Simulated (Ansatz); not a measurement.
**A computed series for SiO2: response to strain**

Start from SiO₂ in the rutile structure (space group P4_2/mnm, No. 136).

```yaml
crystal:
  lattice:
    - [4.18519, 0.00000, 0.00000]
    - [0.00000, 4.18519, 0.00000]
    - [0.00000, 0.00000, 2.66884]
  atoms:
    - { symbol: Si, position: [0.00000, 0.00000, 0.00000] }
    - { symbol: Si, position: [0.50000, 0.50000, 0.50000] }
    - { symbol: O, position: [0.30610, 0.30610, 0.00000] }
    - { symbol: O, position: [0.80610, 0.19390, 0.50000] }
    - { symbol: O, position: [0.19390, 0.80610, 0.50000] }
    - { symbol: O, position: [0.69390, 0.69390, 0.00000] }
```

Cartesian axes are those of the cell as printed.

Strains are applied to the cell and any free atomic positions relax; under biaxial strain the out-of-plane vector relaxes too.

All numbers come from r2SCAN in Ansatz (plane waves to 500 eV, PAW, scalar-relativistic without spin-orbit coupling).

Notes on the quantities. pressure: mean of the normal stresses, compression positive.

```json
[
 {"case": "base", "band gap": "6.51 eV", "hole mass": "1.7 mₑ along c, 1.1 mₑ across (at Γ)", "pressure": "0.00 GPa", "volume per atom": "7.79 Å³", "electron mass": "0.38 mₑ along c, 0.48 mₑ across (at Γ)"},
 {"case": "biaxial strain −2.45 %, plane normal [001], relaxed out of plane", "band gap": "6.97 eV", "hole mass": "1.4 mₑ out of plane, 1.1 mₑ in plane (at Γ)", "pressure": "10.61 GPa", "volume per atom": "7.51 Å³", "electron mass": "0.36 mₑ out of plane, 0.52 mₑ in plane (at Γ)"},
 {"case": "biaxial strain +1.06 %, plane normal [001], relaxed out of plane", "band gap": "6.33 eV", "hole mass": "2.0 mₑ out of plane, 1.1 mₑ in plane (at Γ)", "pressure": "-3.64 GPa", "volume per atom": "7.92 Å³", "electron mass": "0.38 mₑ out of plane, 0.47 mₑ in plane (at Γ)"},
 {"case": "biaxial strain +1.25 %, plane normal [001], relaxed out of plane", "band gap": "___", "hole mass": "2.0 mₑ out of plane, 1.1 mₑ in plane (at Γ)", "pressure": "___", "volume per atom": "___", "electron mass": "0.38 mₑ out of plane, 0.47 mₑ in plane (at Γ)"},
 {"case": "biaxial strain +4.78 %, plane normal [001], relaxed out of plane", "band gap": "5.84 eV", "hole mass": "–", "pressure": "-12.07 GPa", "volume per atom": "8.37 Å³", "electron mass": "0.38 mₑ out of plane, 0.43 mₑ in plane (at Γ)"},
 {"case": "isotropic strain −0.91 %", "band gap": "6.99 eV", "hole mass": "1.7 mₑ along c, 1.1 mₑ across (at Γ)", "pressure": "9.25 GPa", "volume per atom": "7.58 Å³", "electron mass": "0.39 mₑ along c, 0.51 mₑ across (at Γ)"},
 {"case": "isotropic strain −0.62 %", "band gap": "6.84 eV", "hole mass": "1.7 mₑ along c, 1.1 mₑ across (at Γ)", "pressure": "6.17 GPa", "volume per atom": "7.65 Å³", "electron mass": "0.39 mₑ along c, 0.50 mₑ across (at Γ)"},
 {"case": "isotropic strain +0.92 %", "band gap": "6.05 eV", "hole mass": "1.7 mₑ along c, 1.1 mₑ across (at Γ)", "pressure": "-8.21 GPa", "volume per atom": "8.01 Å³", "electron mass": "0.36 mₑ along c, 0.46 mₑ across (at Γ)"},
 {"case": "isotropic strain +1.90 %", "band gap": "5.58 eV", "hole mass": "1.9 mₑ along c, 1.1 mₑ across (at Γ)", "pressure": "-15.82 GPa", "volume per atom": "8.24 Å³", "electron mass": "0.34 mₑ along c, 0.43 mₑ across (at Γ)"}
]
```

Complete the table.


- biaxial strain +1.25 %, plane normal [001], relaxed out of plane, band gap: 6.30 eV
- biaxial strain +1.25 %, plane normal [001], relaxed out of plane, pressure: -4.23 GPa
- biaxial strain +1.25 %, plane normal [001], relaxed out of plane, volume per atom: 7.94 Å³

Masses are band curvatures over ±0.01 Å⁻¹ around the edge. Semilocal Kohn–Sham gaps tend to fall short of experiment. No phonon test of stability was made.

Ansatz is a program for electronic structure.
